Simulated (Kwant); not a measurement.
Device: wire with an abrupt hard-wall neck in a InAs two-dimensional gas. Effective mass 0.023 mₑ, grid spacing 10 nm, hard walls, nominal width 300 nm (29 grid rows, so walls 300 nm apart), one parabolic valley, scattering region 900 nm long along x; energies count from the band bottom; Fermi energy swept from 9.0829e-05 to 0.011869 eV. Central neck 190 nm wide and 140 nm long.

The device is made up for the run: typed textbook-type constants, with dimensions and the other settings drawn at random.

Computed with Kwant: effective-mass tight-binding model on a square grid, one spin, coherent transport at 0 K. Conductance is in e²/h.

Density of the scattering states that come in from the left lead, at energy = 0.0060653 eV, in bins, relative to the largest site value (x marks bins outside the device):

```
|1232023211221232231xxxxxx0000001111000000000|
|4585258523553475484xxxxxx0001122222221111111|
|4486258534453475495xxxxxx0001122332222111111|
|32532342232432541762100000001111222222111111|
|33222223321451242474322211111100111112222111|
|35323235323573254355433332221110011112222211|
|47444357335674255334433333222111111111111112|
|45455357236445335433322222222111111111100111|
|42244235226313223554322222221111111000001111|
|52244235325522323454332222222111110011111111|
|74233236614852344433333333222211110112223221|
|73233236514852344433332332222211110111222221|
|52244235325522323454332222222111110011111111|
|42244235226313223554322222221111111000001111|
|45455357236445335433322222222111111111100111|
|47444357335674255334433333222111111111111112|
|35323235323573254355433332221110011112222211|
|33222223321451242474322211111100111112222111|
|32532342232432541762100000001111222222111111|
|4486258534453475495xxxxxx0001122332222111111|
|4585258523553475484xxxxxx0001122222221111111|
|1232023211221232231xxxxxx0000001111000000000|
```
Scale: ten equal steps from 0.002 (start of '0') to 0.922 (end of '9'), in the order '0123456789'; x runs from -430 to 430, y from -134 (bottom) to 134 (top).

The conductance there is 3.01 e²/h with 5 open channel(s) in the leads.
